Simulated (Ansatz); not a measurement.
The starting structures come from a database of crystals and need not be the phases stable at ambient conditions.

 Where the default PAW files enter, the runs use the earlier of Ansatz's two default sets.

By LDA, the system below comes out a metal.

Without scattering a metal conducts by its projected Fermi surface.

Given:

```
Ta2N
1.0
    3.11286     0.00000     0.00000
    0.00000     4.86984     0.00000
    1.55643     0.00000     2.69582
Ta N
2 1
Direct
  0.66667   0.25471   0.66667
  0.33333   0.74529   0.33333
  0.00000   0.00000   0.00000
```

Space group of this cell: P-3m1, anti-CdI2 type. The cell is taken as given; by LDA its mean pressure is -14.6 GPa.

The current flows along the normal of the first two printed cell vectors, the (100) plane of the conventional cell. No spin-orbit coupling; the value is a mean over 0.1 eV about the Fermi level.

Problem. Predict the ballistic conductance per area from LDA in Ansatz (a first-principles code).

Solution. 0.70 × 10¹⁵ S/m² for both spins.
